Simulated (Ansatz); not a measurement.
MoP (P-6m2, relaxed from the WC type), quasi-harmonic lattice dynamics with PBEsol in Ansatz (an electronic-structure program). The cell was generated from a structure type, relaxed within its symmetry, and need not be the phase found at ambient conditions. The run noted for some of its cells that some bands missed the eigensolver's tolerance.

| T (K) | α_a (10⁻⁶/K) | α_c (10⁻⁶/K) | C_P (J/mol/K) | bulk modulus B_T (GPa) | γ |
|---|---|---|---|---|---|
| 50 | 0.7 | 0.0 | 4.1 | 230 | 1.27 |
| 150 | 3.6 | 2.9 | 28.0 | 229 | 1.42 |
| 200 | 4.5 | 4.1 | 35.3 | 229 | 1.45 |
| 350 | 5.7 | 5.6 | 45.0 | 226 | 1.48 |
| 450 | 6.1 | 6.0 | 47.6 | 224 | 1.49 |
| 650 | 6.6 | ? | 50.3 | 219 | 1.50 |
| 850 | 7.0 | 6.6 | 51.8 | 215 | 1.51 |
| 1000 | 7.2 | 6.7 | 52.7 | ? | 1.52 |

Question: What belongs in the gaps?

Answer: 
- 650, α_c (10⁻⁶/K): 6.4
- 1000, bulk modulus B_T (GPa): 212

Whether this phase is the stable one at each condition was not tested.
